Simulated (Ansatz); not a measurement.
**A constructed model of the (110) surface of bcc W, a cell of two sites (a+b, b-a) surface alloy, Ag on one W site of the top plane (bottom of the slab: a bare face, its two planes held)**

Level of theory: PBE (plane waves to 420 eV, PAW; Ansatz, an electronic-structure program).

Slab: 12 atoms, 11.2 Å thick at the start with caps and adatoms (thin: gaps and levels are the slab's own); k 12x8x1, smearing 0.1 eV, dipole-corrected; 4 atoms held, the rest relaxed; start symmetry kept, larger cells not searched; no spin, no spin-orbit, no U. It is one candidate, not shown to be the stable structure of the face.

| Item | Result |
|---|---|
| work function of the top face | 4.60 eV |
| energy released by relaxation | 0.50 eV |
| cost | around 11 core-minutes (rough) |
